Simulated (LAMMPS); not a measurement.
Atomistic model of a symmetric tilt boundary about [1-10] in CdTe (zinc blende), boundary plane (114) of one grain on (-1-14) of the other.

Computed with classical force field (static), pair style sw, file CdTeZnSeHgS0.sw (LAMMPS).

```yaml
boundary energy (lowest found): 0.614 J/m²
excess_volume: 0.32 Å
"Σ": 9
rotation_about_the_axis: 38.94 °
disorientation (full cubic symmetry): 38.94 °
largest_excess_energy_of_an_atom: 0.83 eV
lattice constant at 0 K: 6.478 Å
cost: around 2.0 core-minutes (rough)
```

Potential: file CdTeZnSeHgS0.sw of the LAMMPS distribution; its header cites Zhou, Ward, Martin, van Swol, Cruz-Campa, and D. Zubia, Phys. Rev. B, 88, 085309 (2013).

Caution: the lowest energy was reached by 1 of 151 starts, so a lower structure may have been missed. Caution: in zinc blende a boundary also has a polarity, which the axes of the two grains fix.
